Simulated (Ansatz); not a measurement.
# InP: response to strain

Base system: InP in the zinc blende structure (space group F-43m, No. 216).

```xyz
2
Lattice="0.0000 2.9799 2.9799 2.9799 0.0000 2.9799 2.9799 2.9799 0.0000" Properties=species:S:1:pos:R:3 pbc="T T T"
P      4.4698     4.4698     4.4698
In     0.0000     0.0000     0.0000
```

Strains are applied to the cell and any free atomic positions relax.

All numbers come from PBE (Ansatz, a quantum-chemistry and plane-wave program), without spin-orbit coupling, earlier PAW set.

| isotropic strain (%) | band gap (eV) |
|---|---|
| -4.11 | 1.12 |
| -2.32 | ? |
| 0 | 0.44 |
| 0.69 | 0.33 |

**Question.** Fit E_g = E₀ + Dε (ε in %) to the rows shown and predict the withheld row.

**Answer.** Least squares on the printed values gives E₀ = 0.44 eV, D = -165 meV per % of strain (largest residual 0.00 eV); this predicts 0.82 eV, and the run gives 0.82 eV, in agreement.

Whether these cells are dynamically stable was not tested.
